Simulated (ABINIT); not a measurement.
ABINIT run on BaMg₆Zn (Amm2, 8 atoms in the cell): self-consistent single point.

Computed with PBEsol, PAW (JTH v2.0 PBE PAW, files made for PBE) (plane waves; ABINIT).

The change in words: lattice scaled by 0.98. Reference geometry:
```yaml
crystal:
  lattice:
    - [5.07320, 0.00000, 0.00000]
    - [0.00000, 3.51003, 6.05391]
    - [0.00000, -3.51003, 6.05391]
  atoms:
    - { symbol: Ba, position: [0.50000, 0.67307, 0.67307] }
    - { symbol: Mg, position: [0.00000, 0.28561, 0.84863] }
    - { symbol: Mg, position: [0.00000, 0.84863, 0.28561] }
    - { symbol: Mg, position: [0.00000, 0.33301, 0.33301] }
    - { symbol: Mg, position: [0.50000, 0.15804, 0.68256] }
    - { symbol: Mg, position: [0.50000, 0.68256, 0.15804] }
    - { symbol: Mg, position: [0.50000, 0.16175, 0.16175] }
    - { symbol: Zn, position: [0.00000, 0.85733, 0.85733] }
```

Reference input (self-consistent single point, DFT, PBEsol, plane waves, PAW (JTH v2.0 PBE PAW, files made for PBE)): pseudos = [Ba.GGA_PBE-JTH.xml, Mg.GGA_PBE-JTH.xml, Zn.GGA_PBE-JTH.xml]; ecut = 816 eV; pawecutdg = 1633 eV; ixc = -116133; occopt = 7; tsmear = 0.00499791 Ha; ngkpt = 4 3 3; nshiftk = 1; shiftk = 0 0 0; potentials = JTH v2.0 PBE PAW; nband = 52; kptopt = 1. This run's input differs from it in these lines:

```diff
@@ -3,7 +3,7 @@
 pseudos "Ba.GGA_PBE-JTH.xml, Mg.GGA_PBE-JTH.xml, Zn.GGA_PBE-JTH.xml"
-acell 5.0732000000 6.9978597621 6.9978597621 Angstrom
+acell 4.9717360000 6.8579029041 6.8579029041 Angstrom
 rprim
          1.0000000000    0.0000000000    0.0000000000
-         0.0000000000    0.5015855018    0.8651080767
-         0.0000000000   -0.5015855018    0.8651080767
+         0.0000000000    0.5015855500    0.8651080488
+         0.0000000000   -0.5015855500    0.8651080488
 natom 8
@@ -13,10 +13,10 @@
 xcart
-         4.7934792877    0.0000000000   15.4001410280
-         0.0000000000   -3.7345037443   12.9759578941
-         0.0000000000    3.7345037443   12.9759578941
-         0.0000000000    0.0000000000    7.6194169458
-         4.7934792877   -3.4791337856    9.6166509784
-         4.7934792877    3.4791337856    9.6166509784
-         4.7934792877    0.0000000000    3.7009119576
-         0.0000000000    0.0000000000   19.6160917995
+         4.6976097020   -0.0000000000   15.0921384618
+         0.0000000000   -3.6598142014   12.7164389506
+         0.0000000000    3.6598142014   12.7164389506
+         0.0000000000    0.0000000000    7.4670287328
+         4.6976097020   -3.4095516054    9.4243181177
+         4.6976097020    3.4095516054    9.4243181177
+         4.6976097020    0.0000000000    3.6268937795
+         0.0000000000   -0.0000000000   19.2237702876
 ecut 816 eV
```

The program printed (abridged):

```
--- !BeginCycle
solver: {iscf: 17, nstep: 100, nline: 4, wfoptalg: 10, }
tolerances: {toldfe: 1.00E-09, }
...

     iter   Etot(hartree)      deltaE(h)  residm     nres2
 ETOT  1  -465.43933421047    -4.654E+02 4.088E+00 4.665E+01
 ETOT  2  -470.84873316806    -5.409E+00 4.734E-01 2.946E+01
 ETOT  3  -470.76664373633     8.209E-02 1.683E-01 7.888E+00
 ETOT  4  -470.76022221696     6.422E-03 7.296E-02 4.193E+00
 ETOT  5  -470.75014949926     1.007E-02 1.558E-02 8.610E-01
   [... 5 lines left out ...]
 ETOT 11  -470.74802828099    -5.436E-08 5.370E-04 1.246E-06
 ETOT 12  -470.74802827838     2.610E-09 1.412E-03 4.859E-08
 ETOT 13  -470.74802827867    -2.893E-10 5.200E-04 7.666E-09
 ETOT 14  -470.74802827866     7.162E-12 4.299E-04 1.988E-09
 At SCF step   14, etot is converged :
  for the second time, diff in etot=  7.162E-12 < toldfe=  1.000E-09

 Cartesian components of stress tensor (hartree/bohr^3)
  sigma(1 1)= -1.28486092E-05  sigma(3 2)=  0.00000000E+00
  sigma(2 2)= -2.50187220E-05  sigma(3 1)=  0.00000000E+00
  sigma(3 3)= -2.19434553E-05  sigma(2 1)=  0.00000000E+00

 ----iterations are completed or convergence reached----

 reduced coordinates (array xred) for    8 atoms
       0.499999997818      0.673069997032      0.673069997032
      -0.000000002182      0.285609998729      0.848629996273
      -0.000000002182      0.848629996273      0.285609998729
      -0.000000002182      0.333009998533      0.333009998533
       0.499999997818      0.158039999296      0.682559996996
       0.499999997818      0.682559996996      0.158039999296
   [... lines left out ...]
 Fermi (or HOMO) energy (eV) =   4.14555   Average Vxc (eV)=  -8.61279
   [... lines left out ...]
'-kT*entropy'       : -2.16677039657303E-03
total_energy        : -4.70748026452345E+02
total_energy_eV     : -1.28097052491322E+04
...

-Cartesian components of stress tensor (GPa)         [Pressure=  5.8656E-01 GPa]
- sigma(1 1)= -3.78019070E-01  sigma(3 2)=  0.00000000E+00
- sigma(2 2)= -7.36076090E-01  sigma(3 1)=  0.00000000E+00
- sigma(3 3)= -6.45598636E-01  sigma(2 1)=  0.00000000E+00

 Calculation completed.
```

The run converged in 14 iterations. 

The starting cell comes from a database of computed structures (which also holds hypothetical and non-ambient phases and stackings), without a prior relaxation at this level. For this run, on top of that: lattice scaled by 0.98. The potentials were made for another functional than the one used.

These are the values that this program gave, and no reference: the one-centre exchange-correlation terms come from a truncated expansion.

Cost on one core of a shared machine: roughly 7 min.
